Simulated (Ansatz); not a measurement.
The starting structures come from a database of crystals and need not be the phases stable at ambient conditions.

Tunnelling through a barrier is set by its complex band structure: the current falls as exp(−2κd) with the smallest κ.

Here is the system:

```
CELL_PARAMETERS angstrom
      4.23072     0.00000     0.00000
      0.00000    11.26925     0.00000
      2.11536    -0.61692     7.01126
ATOMIC_POSITIONS crystal
  Ba 0.25140 0.29640 0.49720
  Ba 0.74860 0.70360 0.50280
  Y  0.50000 0.50000 0.00000
  Ag 0.01872 0.74365 0.96256
  Ag 0.98128 0.25635 0.03744
  Ag 0.35155 0.96237 0.29690
  Ag 0.64845 0.03763 0.70310
  Ag 0.00000 0.00000 0.00000
  S  0.12529 0.54559 0.74942
  S  0.87471 0.45441 0.25058
  S  0.15810 0.89783 0.68380
  S  0.84190 0.10217 0.31620
  S  0.41342 0.73476 0.17316
  S  0.58658 0.26524 0.82684
```

Space group of this cell: C2/m. The cell is taken as given; by PBEsol its mean pressure is -4.3 GPa.

Transport runs along the normal of the first two printed cell vectors.

The gap is the functional's own, uncorrected, and κ follows it; spin-orbit coupling is left out. Mid-gap values are interpolated between the computed energies.

Q: State the band gap and the smallest decay constant κ at mid-gap according to PBEsol in Ansatz (an electronic-structure program).

A: Gap 1.25 eV on a 8×4×8 mesh; κ = 0.164 1/Å, at the zone centre.
